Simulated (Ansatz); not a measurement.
TiAl₃ (I4/mmm, No. 139) was calculated with PBE-D4 in Ansatz (plane waves, PAW).

Run with plane-wave cutoff 520 eV, 20×20×20 k mesh, Fermi–Dirac smearing 0.05 eV, no spin polarisation, scalar-relativistic PAW data made under PBE.

Computed points:

| V (Å³/atom) | E − E_lowest (meV/atom) | P (GPa) |
|---|---|---|
| 14.846 | 9.29 | 4.99 |
| 15.155 | 2.24 | 2.37 |
| 15.464 | 0.00 | -0.01 |
| 15.773 | 2.11 | -2.15 |
| 16.083 | 8.15 | -4.08 |

Problem. Estimate the bulk modulus from the pressures at 15.155 and 15.773 Å³/atom, and compare it with a fit to all energies.

Solution. B = −V dP/dV. Between V = 15.155 and 15.773 Å³/atom, dP/dV = (-2.15 − (2.37))/(15.773 − 15.155) = -7.31 GPa per Å³/atom; at the midpoint 15.464 Å³/atom this gives B ≈ 113 GPa. The third-order Birch–Murnaghan fit gives V0 = 15.464 Å³/atom, B0 = 113 GPa, B′ = 4.1, which lies within 1 % of that estimate.

Shape and atoms are relaxed at each volume.

Measured, for comparison: equilibrium volume per atom 15.93 Å³/atom (temperature not stated, not corrected to a static lattice; as tabulated in P. Norby and A. Norlund Christensen, Acta Chemica Scandinavica A40, 157 (1986)). Computed (rounded) less measured: equilibrium volume per atom -3.0 %.

Note: the bulk modulus comes from volumes at which shape and atoms were relaxed.

Static lattice: no zero-point or thermal effects.

It cost around 23 core-minutes (rough) of CPU time.

Ansatz is an electronic-structure program.
